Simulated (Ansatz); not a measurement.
The starting structures come from a database of crystals and need not be the phases stable at ambient conditions.

The decay constant κ of evanescent states in the gap governs leakage through a thin film.

Here is the system:

```xyz
16
Lattice="5.2260 0.0000 0.0000 0.0000 12.7574 -0.1981 0.0000 1.0794 3.4527" Properties=species:S:1:pos:R:3 pbc="T T T"
Li     2.8417     1.3724     0.5185
Li     2.3843    12.4644     2.7361
Li     0.2287     5.5460     1.1088
Li     4.9973     8.2909     2.1458
C      3.1562     5.8945     2.8950
C      2.0698     7.9424     0.3596
C      0.5432     2.1034     2.1851
C      4.6828    11.7334     1.0695
S      1.8264     5.0028     3.1737
S      3.3996     8.8340     0.0809
S      4.4394     2.9950     1.9063
S      0.7866    10.8418     1.3483
N      4.1465     6.5212     2.6990
N      1.0795     7.3157     0.5556
N      1.5335     1.4767     2.3810
N      3.6925    12.3601     0.8736
```

Space group of this cell: Pnma. The cell was relaxed by PBE-D3(BJ).

Transport runs along the normal of the first two printed cell vectors.

The gap is the functional's own, uncorrected, and κ follows it; spin-orbit coupling is left out. Mid-gap values are interpolated between the computed energies.

Q: Compute, with PBEsol in Ansatz (a program for electronic structure), the band gap and the smallest decay constant κ at mid-gap.

A: Gap 3.34 eV on a 6×10×10 mesh; κ = 0.362 1/Å, at (0.000, 0.250) of the in-plane reciprocal vectors. At the zone centre, at the nearest computed energy, the slowest state has κ = 0.37 1/Å.
